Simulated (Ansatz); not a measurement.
## Pt in the fcc (Cu type) structure (space group Fm-3m, No. 225)

```cif
data_Pt
_chemical_formula_sum 'Pt1'
_space_group_name_H-M_alt 'P 1'
_space_group_IT_number 1
_cell_length_a 2.80740
_cell_length_b 2.80740
_cell_length_c 2.80740
_cell_angle_alpha 60.000
_cell_angle_beta 60.000
_cell_angle_gamma 60.000
loop_
_space_group_symop_operation_xyz
  'x, y, z'
loop_
_atom_site_label
_atom_site_type_symbol
_atom_site_fract_x
_atom_site_fract_y
_atom_site_fract_z
_atom_site_occupancy
Pt1 Pt 0.00000 0.00000 0.00000 1
```

Level of theory: Kohn–Sham DFT with the PBE functional, run in Ansatz (a quantum-chemistry and plane-wave program) with PAW and 420 eV plane waves, no spin-orbit coupling. Γ-centred 20×20×20 mesh, Fermi–Dirac width 0.05 eV.

| Property | Result |
|---|---|
| Volume per atom | 15.65 Å³ |
| Density | 20.70 g/cm³ |
| Band gap | zero |
| Total energy | -12523.016 eV/atom (σ→0; compares only within this code and set-up) |

No phonon test of stability was made. The final runs are not spin-polarised.
